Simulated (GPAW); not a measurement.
Band structure of ZrC (Fm-3m, 2 atoms in the cell).

```yaml
crystal:
  lattice:
    - [0.00000, 2.30888, 2.30888]
    - [2.30888, 0.00000, 2.30888]
    - [2.30888, 2.30888, 0.00000]
  atoms:
    - { symbol: Zr, position: [0.00000, 0.00000, 0.00000] }
    - { symbol: C, position: [0.50000, 0.50000, 0.50000] }
```

Computed with PBE, GPAW PAW datasets PBE (gpaw-data 1.0.1) (plane waves; GPAW).

Settings: mode = pw; ecut = 950 eV; xc = PBE; kpts = 10 10 10; mesh shift (steps) = 0 0 0; occupations.name = methfessel-paxton; occupations.width = 0.2 eV; occupations.order = 0; nbands = -6; convergence.forces = 0.001 eV/Å; symmetry.symmorphic = false; symmetry.tolerance = 0.0005; maxiter = 150; bandpath_npoints = 40.

The starting cell has typed, rounded lattice constants, without a prior relaxation at this level. Its lattice was rescaled by a random factor within 2.5 % of one.

Levels in eV from the Fermi level, bands 5 to 12:
```tsv
point	5	6	7	8	9	10	11	12
Γ	-11.50	0.94	0.94	0.94	1.10	1.10	1.10	2.96
X	-10.36	-1.98	-1.93	0.11	0.11	4.73	6.04	6.04
W	-9.59	-2.77	-2.37	-2.37	3.43	3.43	6.05	7.53
K	-9.67	-3.14	-2.26	-1.64	1.54	5.18	5.71	7.82
L	-8.17	-5.50	-3.11	-3.11	4.78	4.78	5.66	6.77
U	-9.67	-3.14	-2.26	-1.64	1.54	5.18	5.71	7.82
```

Bands cross the Fermi level along this path, so the cell is metallic at this level.
